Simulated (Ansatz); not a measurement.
# A computed series for BaO: element substitutions

Start from BaO in the rock salt structure (space group Fm-3m, No. 225; a = 5.490 Å).

Each row replaces one element on all its sites; cell and atoms are relaxed.

All numbers come from PBEsol in Ansatz (plane waves to 420 eV, PAW, no spin-orbit coupling).

Question: Only one of these has a direct gap. Which?
(A) O → S
(B) Ba → Mg
(C) Ba → Ca

Answer: B, Ba → Mg. Computed: Ba → Ca: indirect, Γ → X; Ba → Mg: direct at Γ; O → S: indirect, Γ → X

Stability against distortions was not tested.

Ansatz is an electronic-structure program.
